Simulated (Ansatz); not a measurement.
We consider TiIn₂ (model structure, started from the RuAl2 type, Fddd, No. 70, 6 atoms in the cell), described by LDA (Ansatz, a quantum-chemistry and plane-wave program, plane waves, PAW).

Run with plane-wave cutoff 520 eV, 14×14×14 k mesh, Fermi–Dirac smearing 0.05 eV, no spin polarisation, scalar-relativistic PAW data made under PBE.

Cell (relaxed at this level):

```cif
data_In4Ti2
_chemical_formula_sum 'In4 Ti2'
_space_group_name_H-M_alt 'P 1'
_space_group_IT_number 1
_cell_length_a 6.60498
_cell_length_b 5.58159
_cell_length_c 5.24052
_cell_angle_alpha 75.152
_cell_angle_beta 54.770
_cell_angle_gamma 50.079
loop_
_space_group_symop_operation_xyz
  'x, y, z'
loop_
_atom_site_label
_atom_site_type_symbol
_atom_site_fract_x
_atom_site_fract_y
_atom_site_fract_z
_atom_site_occupancy
In1 In 0.07516 0.42484 0.07516 1
In2 In 0.42484 0.07516 0.42484 1
In3 In 0.17484 0.82516 0.17484 1
In4 In 0.82516 0.17484 0.82516 1
Ti1 Ti 0.75000 0.75000 0.75000 1
Ti2 Ti 0.50000 0.50000 0.50000 1
```

Q: What does this level give for the bulk modulus?

A: 
bulk modulus: 89.6 GPa

Note: the run has no spin polarisation, so it can have missed a magnetic state; the bulk modulus is −V dP/dV from two relaxed cells at ±2 % in volume; the relaxation could raise the start's symmetry but not lower it, so the cell can be a saddle point.

Spin–orbit coupling is not included.

The result took roughly 16 core-minutes.

A model structure was made by putting elements into a prototype or built by hand; it is no filed structure, need not be a known phase, and can be a saddle point held by its symmetry.
